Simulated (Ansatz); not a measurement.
The reference is CsPbCl₃ in the cubic perovskite structure (space group Pm-3m, No. 221).

```yaml
crystal:
  lattice:
    - [5.52086, 0.00000, 0.00000]
    - [0.00000, 5.52086, 0.00000]
    - [0.00000, 0.00000, 5.52086]
  atoms:
    - { symbol: Cs, position: [0.00000, 0.00000, 0.00000] }
    - { symbol: Pb, position: [0.50000, 0.50000, 0.50000] }
    - { symbol: Cl, position: [0.50000, 0.00000, 0.50000] }
    - { symbol: Cl, position: [0.00000, 0.50000, 0.50000] }
    - { symbol: Cl, position: [0.50000, 0.50000, 0.00000] }
```

The values are results of DFT with LDA, PAW potentials and a 420 eV plane-wave cutoff in Ansatz (a quantum-chemistry and plane-wave program), no spin-orbit coupling, not measurements.

Base values:

| Property | Result |
|---|---|
| Hole mass | 0.14 mₑ (at R) |
| Band gap | 1.53 eV |
| Pressure | 0.00 GPa |

It is then changed as follows: an isotropic linear strain of +0.60 %; the atoms relax in the strained cell.

Predict the new hole mass.

The hole mass becomes 0.15 mₑ (at R) (base: 0.14 mₑ (at R)).

What does the calculation give for the band gap after the change?

The band gap goes up by 0.086 eV (1.53 eV → 1.61 eV).

What does the calculation give for the pressure after the change?

The pressure goes from zero to -0.51 GPa.

What does the calculation give for the energy relative to the base after the change?

The energy rises by 1.0 meV/atom.

With Pb present, leaving out spin-orbit coupling can change the band edges. Effective masses come from finite differences of ±0.01 Å⁻¹. Stability against distortions was not tested. Many cubic perovskites are stable only at high temperature; tilts and polar distortions were not tested. This is not the structure that CsPbCl3 has at room temperature and ambient pressure.
